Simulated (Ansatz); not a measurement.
Single solute atoms on Ti sites of rock-salt TiN, each beside a vacancy: the barrier for the solute to jump into the vacancy, counted from the relaxed pair on adjacent sites of that sublattice. PBE (Ansatz, a program for electronic structure, plane waves to 420 eV, PAW), climbing-image NEB, 64 sites, 4×4×4 shifted, energies as single points at geometries from a coarser mesh; static nuclei, fixed cell, no finite-size correction. This jump alone does not carry the solute far: the vacancy must also move round it. All rows are spin-restricted. Spin-orbit coupling is left out.

The jump length is the distance between the solute's relaxed places before and after the jump, so it follows from relaxing the pair, without the band.

```tsv
Row	Solute	Jump length x (Å)	Barrier y (eV)
1	Y	2.83	3.47
2	Ru	2.78	2.76
3	Cu	1.80	0.26
4	Si	2.79	1.02
5	Hf	2.87	4.66
6	Mg	2.84	2.43
7	La	2.57	?
```

### Question
Fit a straight line of barrier against jump length to rows 1 to 6, predict row 7, and compare with the computed barrier.

### Answer
Means: x̄ = 2.652 Å, ȳ = 2.433 eV. Sums of products of deviations: Sxx = 0.8759 Å², Sxy = 2.3678 eV Å, Syy = 12.8603 eV². Slope: Sxy/Sxx = 2.70 eV/Å; r² = Sxy²/(Sxx Syy) = 0.50; scatter about the line: √[(Syy − Sxy²/Sxx)/(6 − 2)] = 1.27 eV. Row 7: 2.433 + 2.70 × (2.57 − 2.652) ≈ 2.21 eV. The computed barrier is 2.02 eV, -0.19 eV from the line, within the scatter; the mean ȳ alone misses it by 0.41 eV.
